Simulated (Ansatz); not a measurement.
Here is the system:

End structure of CH3 on the 1x1 (110) surface of bcc Ta, one in a 2x2 cell, started at the site 'hollow Ta-Ta-Ta':

```yaml
crystal:
  lattice:
    - [5.74873, 0.00000, 0.00000]
    - [-1.91624, 5.41995, 0.00000]
    - [0.00000, 0.00000, 26.50000]
  atoms:
    - { symbol: Ta, position: [0.25000, 0.25000, 0.37115] }
    - { symbol: Ta, position: [0.25000, 0.75000, 0.37115] }
    - { symbol: Ta, position: [0.75000, 0.25000, 0.37115] }
    - { symbol: Ta, position: [0.75000, 0.75000, 0.37115] }
    - { symbol: Ta, position: [0.00000, 0.00000, 0.45545] }
    - { symbol: Ta, position: [0.00000, 0.50000, 0.45545] }
    - { symbol: Ta, position: [0.50000, 0.00000, 0.45545] }
    - { symbol: Ta, position: [0.50000, 0.50000, 0.45545] }
    - { symbol: Ta, position: [0.24984, 0.25033, 0.54559] }
    - { symbol: Ta, position: [0.24932, 0.75034, 0.54420] }
    - { symbol: Ta, position: [0.74987, 0.25090, 0.54419] }
    - { symbol: Ta, position: [0.74964, 0.75052, 0.54401] }
    - { symbol: Ta, position: [0.00000, 0.00131, 0.63154] }
    - { symbol: Ta, position: [0.99582, 0.50451, 0.62990] }
    - { symbol: Ta, position: [0.50374, 0.99670, 0.62661] }
    - { symbol: Ta, position: [0.49911, 0.50044, 0.63155] }
    - { symbol: C, position: [0.17749, 0.32235, 0.69523] }
    - { symbol: H, position: [0.36671, 0.39522, 0.71247] }
    - { symbol: H, position: [0.07281, 0.42782, 0.71492] }
    - { symbol: H, position: [0.10363, 0.13324, 0.71250] }
```

Slab: 20 atoms, 6.8 Å thick at the start under the adsorbate (thin: gaps and levels are the slab's own); k 5x5x1, smearing 0.1 eV, dipole-corrected; single point; no symmetry held, on the structure that PBE left; no spin, no spin-orbit, no U, no dispersion correction. At the end it is bonded to 3 Ta. In PBE it is, or lies within 0.03 eV of, the lowest of the starts that converged; the order may differ at this level.

A negative adsorption energy means that the adsorbate is more stable on the surface than in its reference.

### Question
What is the computed change of the work function (r2SCAN, at the PBE geometry (Ansatz, a program for electronic structure))?

### Answer
-1.10 eV

### Question
Predict the change of the step from the bottom to the top vacuum level, against the clean slab from r2SCAN, at the PBE geometry.

### Answer
-1.08 eV

### Question
What adsorption energy against CH4(g) − ½ H2(g) at the same level does r2SCAN, at the PBE geometry give?

### Answer
-29 kJ/mol

### Question
Give the work function of the top face at the level r2SCAN, at the PBE geometry.

### Answer
3.78 eV
